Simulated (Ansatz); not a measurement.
Relaxation of the outer planes of the (001) surface of rutile TiO2 in its 1x1 cell (cut with top plane 2 O + Ti, bottom plane 2 O + Ti), outermost plane spacing 1.48 Å in the ideal cut.

Method: PBE (plane waves to 420 eV, PAW; Ansatz, a program for electronic structure).

Model: 27-atom slab, O18Ti9, 11.9 Å thick at the start, 6x6x1 mesh, Fermi-Dirac 0.025 eV, dipole correction, all atoms relaxed; symmetry of the start imposed; no spin, no spin-orbit, no U.

```json
[
 {"plane": "1", "atoms": "Ti + 2 O", "bulk spacing to the next (Å)": "1.482", "relaxed spacing (Å)": "1.322", "change (%)": "-10.8", "rumpling (Å)": "0.33 (O outermost)"},
 {"plane": "2", "atoms": "2 O + Ti", "bulk spacing to the next (Å)": "1.482", "relaxed spacing (Å)": "1.636", "change (%)": "10.4", "rumpling (Å)": "0.33 (Ti outermost)"}
]
```
